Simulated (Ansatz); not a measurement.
## What Li interstitial (started 1.75 Å from the nearest host atom) does to Ta

Take an 8-atom supercell of Ta in the bcc (W type) structure (space group Im-3m, No. 229; a = 3.320 Å) at its relaxed geometry as the base.

Modification: one Li atom is added in an open site, starting 1.75 Å from the nearest host atom, atoms relaxed at fixed cell, starting from a slightly rattled geometry.

All numbers come from Ansatz (a first-principles code) PBE, no spin-orbit coupling, earlier PAW set. k-mesh 7×7×7 (Γ-centred); smearing 0.05 eV (Fermi–Dirac).

| quantity | base | changed | shift |
|---|---|---|---|
| pressure | -0.1 GPa | 17.1 GPa | +17.25 GPa |
| largest displacement of a host atom from its site in the perfect cell | – | 0.23 Å | – |
| final site of the added atom | – | 8 Ta at 2.06–2.94 Å | – |

In so small a cell the defect repeats every few ångströms: this is an ordered compound, not a dilute defect. The final runs are not spin-polarised. An odd electron count without spin: LiTa8. The defect cell is not spin-polarised.
